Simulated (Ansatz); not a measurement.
## C under a change: isotropic strain +2.20 %

Consider C in the graphite type structure (space group P6_3/mmc, No. 194; a = 2.4583 Å, c = 6.5635 Å; layered, stacked along the Cartesian z axis).

The change: an isotropic linear strain of +2.20 %; the atoms relax in the strained cell.

Computed with DFT with PBEsol-D3(BJ), PAW potentials and a 420 eV plane-wave cutoff in Ansatz (a first-principles code), scalar-relativistic without spin-orbit coupling. Settings: 15×15×5 k-points, 0.05 eV Fermi–Dirac smearing.

| quantity | base | changed | shift |
|---|---|---|---|
| volume per atom | 8.59 Å³ | 9.17 Å³ | +0.58 Å³ |
| shortest interatomic distance | 1.419 Å | 1.451 Å | +0.0312 Å |
| energy relative to the base (free energy F) | 0 meV/atom | +33 meV/atom | +33 meV/atom |
| pressure (mean of the normal stresses, compression positive) | 0.0 GPa | -17.4 GPa | -17.4 GPa |
| band gap | zero | zero | – |

A case with no gap was solved on a k-mesh chosen for an insulator, which is coarse for it. Whether these cells are dynamically stable was not tested.
